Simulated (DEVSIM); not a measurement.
Structure: Pt/HfO2/SiO2/p-Si capacitor, at 300 K.

```
layer (left to right)  material  thickness (nm)  Na (cm⁻³)
---------------------  --------  --------------  ---------
1                          HfO2            7.30          -
2                          SiO2           0.560          -
3                            Si             550     1.1e18
```

Metal gate on the left, work function 5.6 eV. Fixed charge at the semiconductor interface -2.2e11 cm⁻² (in units of +e); interface traps 6.1e11 cm⁻² eV⁻¹, uniform in energy, neutral level at 0.5 of the gap above the valence band.

The device is made up for the run: typed textbook-type constants, with dimensions and the other settings drawn at random. Values at 300 K; Nc and Nv go as T^1.5, mobilities as T to minus their exponent, the gap by Varshni's rule with the affinity fixed.

```csv
parameter,HfO2,SiO2,Si
gap (eV),5.7,9,1.124
affinity (eV),2.5,0.9,4.05
permittivity,22,3.9,11.7
Nc (cm⁻³),-,-,2.86e19
Nv (cm⁻³),-,-,3.1e19
Varshni α (eV/K),-,-,0.000473
Varshni β (K),-,-,636
```

Simulated with DEVSIM: 1D Poisson equation in equilibrium, Boltzmann statistics, complete ionisation; no quantum confinement or tunnelling. Metal contacts follow the ideal Schottky-Mott rule: no Fermi-level pinning, no interface dipoles.

Base results: threshold voltage (band bending 2φF) (V) 1.83; minimum of the low-frequency capacitance (μF/cm²) 0.353; flat-band voltage (V) 0.51; capacitance of the dielectric stack (μF/cm²) 1.86.

### Question
What follows from this one change: interface trap density 6.1e+11 → 1e+12 cm^-2 eV^-1?

### Answer
threshold voltage (band bending 2φF) 1.83 → 1.84 V; minimum of the low-frequency capacitance 0.353 → 0.393 μF/cm²; flat-band voltage 0.51 → 0.49 V; capacitance of the dielectric stack little changed (1.86 μF/cm²).

### Question
What follows from this one change: HfO2 thickness 0.0073 → 0.0029 μm?

### Answer
threshold voltage (band bending 2φF) 1.83 → 1.68 V; minimum of the low-frequency capacitance 0.353 → 0.388 μF/cm²; flat-band voltage little changed (0.51 V); capacitance of the dielectric stack 1.86 → 3.21 μF/cm².

### Question
What follows from this one change: substrate doping 1.1e+18 → 2.2e+17 cm^-3?

### Answer
threshold voltage (band bending 2φF) 1.83 → 1.60 V; minimum of the low-frequency capacitance 0.353 → 0.227 μF/cm²; flat-band voltage 0.51 → 0.55 V; capacitance of the dielectric stack little changed (1.86 μF/cm²).

### Question
What follows from this one change: fixed charge -2.2e+11 → -2.92e+12 cm^-2?

### Answer
threshold voltage (band bending 2φF) 1.83 → 2.06 V; minimum of the low-frequency capacitance little changed (0.354 μF/cm²); flat-band voltage 0.51 → 0.74 V; capacitance of the dielectric stack little changed (1.86 μF/cm²).
